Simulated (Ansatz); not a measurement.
A computed series for Rh: response to strain

Start from Rh in the fcc (Cu type) structure (space group Fm-3m, No. 225; a = 3.7816 Å; relaxed with 0.1 eV smearing). Axes: x, y, z lie along the cube axes.

Strains are applied to the cell and any free atomic positions relax; under biaxial strain the out-of-plane vector relaxes too.

Calculations: Ansatz (a program for electronic structure) PBEsol, no SOC.

```tsv
biaxial strain, plane normal [111], relaxed out of plane (%)	out-of-plane strain (%)
0	0.00
0.42	?
0.83	-0.44
1.25	-0.67
1.67	-0.89
2.08	-1.10
2.5	-1.32
```

**Question.** Fit ε⊥ = −νε + γε² (strains in %) to the rows shown and predict the withheld row.

**Answer.** Least squares on the printed values gives ν = 0.54 (the biaxial Poisson response) and γ = 0.004 (largest residual 0.00 %); this predicts -0.23 %, and the run gives -0.23 %, in agreement.

No phonon test of stability was made. The final runs are not spin-polarised. Rh lies near a magnetic instability that expansion can trigger; it was not tested.
